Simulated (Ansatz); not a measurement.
LuTl₃ (Pm-3m), PBEsol, DFPT electron-phonon coupling, linearised Boltzmann equation (Ansatz, an electronic-structure program): phonon-limited resistivity 15.8 μΩ·cm at 300 K, 21.1 μΩ·cm at 400 K, current-weighted mean free path 7.3 nm, Drude plasma energy 6.88 eV.

### Question
What is the classical skin depth at 100 GHz (nonmagnetic, μ₀ = 1.257×10⁻⁶ H/m)?

### Answer
δ = √(ρ/(π f μ₀)) = 633 nm.

### Question
What Drude relaxation time do resistivity and plasma energy imply?

### Answer
ω_p = 1.05e16 s⁻¹, so τ = 1/(ε₀ ω_p² ρ) = 6.54 fs, a damping ħ/τ of 101 meV.

### Question
Estimate the resistivity of a 40 nm square wire with diffuse walls from ρ ≈ ρ₀(1 + 3ℓ/4d).

### Answer
1 + 0.75 × 7.3/40 = 1.14, so ρ ≈ 18.0 μΩ·cm and a line 1 μm long has 112 Ω. The formula is the free-electron limit for d well above ℓ; grain boundaries add to it.

A metal at this level (no band gap). Only scattering by harmonic phonons is included (no impurities, grain boundaries, electron-electron scattering or thermal expansion). Spin-orbit coupling is left out, which matters with elements this heavy. The run warned that the eigensolver left some states short of its tolerance. Halving the electron mesh (20x20x20) moves the resistivity by up to 1 % at 300 K, the mean free path by up to 4 %. Smearing 0.20 eV; phonons on a 3x3x3 q mesh, which this run doesn't test.

Formula and space group known from diffraction (Crystallography Open Database), not checked to be the room-temperature form: LuTl3 (Pm-3m).
